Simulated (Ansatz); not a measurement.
## Hypothetical rock salt BN: carrier doping

The parent structure is BN in the rock salt structure (space group Fm-3m, No. 225; a = 3.503 Å; a hypothetical phase, not in the database extracts checked).

Carriers are added at fixed cell with a uniform background; the Fermi–Dirac width is that of 300 K.

Levels (all Ansatz, a program for electronic structure, PAW): PBE (420 eV, without spin-orbit coupling); PBEsol (420 eV, scalar-relativistic without spin-orbit coupling).

The base cell above is that of PBE; each level relaxes its own structures.

| case | shift of the gap caused by the change, PBE | shift of the gap caused by the change, PBEsol |
|---|---|---|
| electrons 7.0×10^20 cm⁻³ | 0.00 eV | 0.00 eV |
| electrons 1.0×10^21 cm⁻³ | 0.00 eV | 0.00 eV |
| electrons 7.0×10^21 cm⁻³ | +0.02 eV | +0.02 eV |
| electrons 2.0×10^22 cm⁻³ | +0.06 eV | +0.06 eV |
| holes 7.0×10^20 cm⁻³ | +0.01 eV | +0.01 eV |
| holes 1.0×10^21 cm⁻³ | +0.02 eV | +0.02 eV |
| holes 7.0×10^21 cm⁻³ | +0.11 eV | +0.11 eV |
| holes 2.0×10^22 cm⁻³ | +0.30 eV | +0.29 eV |

The two levels differ by at most about 0.02 eV. They put the cases in the same order.

Charged cell with a jellium background: band edges are those of the host's band count, energies are not comparable with the neutral cell, and many-body gap narrowing is missing. No phonon test of stability was made.
